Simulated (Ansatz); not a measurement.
Cubic perovskite SrFeO3 (structure not from a measured cell), treated with LDA (plane waves, hard PAW; Ansatz, a program for electronic structure).

Settings: plane-wave cutoff 930 eV, 10×10×10 k mesh, Fermi–Dirac smearing 0.05 eV, magnetic order G, spin-polarised start.

Computed at the level's own relaxed cell.

Question: What does this level give for the volume per atom and equilibrium lattice constant a?

Answer: 
- volume per atom: 10.52 Å³/atom
- equilibrium lattice constant a: 3.747 Å

Note: the magnetic order was assumed, not searched for or taken from measurement; the relaxation could not lower the start's symmetry, so the cell can be a saddle point above a distorted one.
